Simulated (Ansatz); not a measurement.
Be₂Sn (model structure, started from the fluorite type, Fm-3m, No. 225, 3 atoms in the cell): properties by level of theory

```json
[
 {"level (code)": "LDA (Ansatz)", "lattice constant a (Å)": "5.699", "bulk modulus (GPa)": "82.1", "cohesive energy (eV/atom)": "3.63"},
 {"level (code)": "PBE (Ansatz)", "lattice constant a (Å)": "5.812", "bulk modulus (GPa)": "72.3", "cohesive energy (eV/atom)": "2.99"},
 {"level (code)": "r²SCAN (Ansatz)", "lattice constant a (Å)": "…", "bulk modulus (GPa)": "75.7", "cohesive energy (eV/atom)": "…"}
]
```

Question: What belongs in the gaps?

Answer: 
- r²SCAN (Ansatz, an electronic-structure program), lattice constant a (Å): 5.802
- r²SCAN (Ansatz), cohesive energy (eV/atom): 3.08

Caveats: the bulk modulus is −V dP/dV from two relaxed cells at ±2 % in volume (LDA, PBE, r²SCAN). Ansatz's density-functional and Hartree–Fock values are scalar-relativistic unless marked +SOC, with PAW data made under PBE.

Free atoms are spin-polarised, in the lowest state found; at levels without +SOC their spin–orbit coupling is left out.

The computed numbers hold no vibrational or temperature effects.

A model structure was made by putting elements into a prototype or built by hand; it is no filed structure, need not be a known phase, and can be a saddle point held by its symmetry.
